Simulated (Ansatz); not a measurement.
The starting structures come from a database of crystals and need not be the phases stable at ambient conditions.

 Where the default PAW files enter, the runs use the earlier of Ansatz's two default sets.

Given:

```yaml
crystal:
  lattice:
    - [3.99359, 0.00000, 0.00000]
    - [0.00000, 6.58611, 0.00000]
    - [1.99680, 0.00000, 3.45855]
  atoms:
    - { symbol: Ga, position: [0.33333, 0.00002, 0.33333] }
    - { symbol: Ga, position: [0.66667, 0.50002, 0.66667] }
    - { symbol: As, position: [0.33333, 0.62598, 0.33333] }
    - { symbol: As, position: [0.66667, 0.12598, 0.66667] }
```

Space group of this cell: P6_3mc, wurtzite. The cell is taken as given.

The current runs along the normal of the first two printed vectors, the (100) plane. All runs by Ansatz (an electronic-structure program), plane waves and PAW, without spin-orbit coupling; the base is r2SCAN.

```json
[
 {"run": "base", "mean pressure (GPa)": "0.0", "gap (eV)": "0.97", "mid-gap κ (1/Å)": "0.058"},
 {"run": "all lengths scaled by 0.98", "mean pressure (GPa)": "5.0", "gap (eV)": "…", "mid-gap κ (1/Å)": "…"},
 {"run": "all lengths scaled by 1.02", "mean pressure (GPa)": "-3.8", "gap (eV)": "…", "mid-gap κ (1/Å)": "…"},
 {"run": "lda in place of r2scan", "mean pressure (GPa)": "-2.4", "gap (eV)": "…", "mid-gap κ (1/Å)": "…"},
 {"run": "lengths across the current scaled by 0.98, ions clamped", "mean pressure (GPa)": "3.2", "gap (eV)": "1.05", "mid-gap κ (1/Å)": "0.081"},
 {"run": "lengths across the current scaled by 1.02, ions clamped", "mean pressure (GPa)": "-2.6", "gap (eV)": "0.60", "mid-gap κ (1/Å)": "0.039"},
 {"run": "lengths along the current scaled by 0.97, ions clamped", "mean pressure (GPa)": "2.4", "gap (eV)": "1.10", "mid-gap κ (1/Å)": "0.069"},
 {"run": "lengths along the current scaled by 1.03, ions clamped", "mean pressure (GPa)": "-1.9", "gap (eV)": "0.69", "mid-gap κ (1/Å)": "0.049"},
 {"run": "pbesol in place of r2scan", "mean pressure (GPa)": "-0.3", "gap (eV)": "0.40", "mid-gap κ (1/Å)": "0.026"}
]
```

Question: What belongs in the gaps?

Answer: 
- all lengths scaled by 0.98, gap (eV): 1.25
- all lengths scaled by 0.98, mid-gap κ (1/Å): 0.084
- all lengths scaled by 1.02, gap (eV): 0.50
- all lengths scaled by 1.02, mid-gap κ (1/Å): 0.032
- lda in place of r2scan, gap (eV): 0.25
- lda in place of r2scan, mid-gap κ (1/Å): 0.016
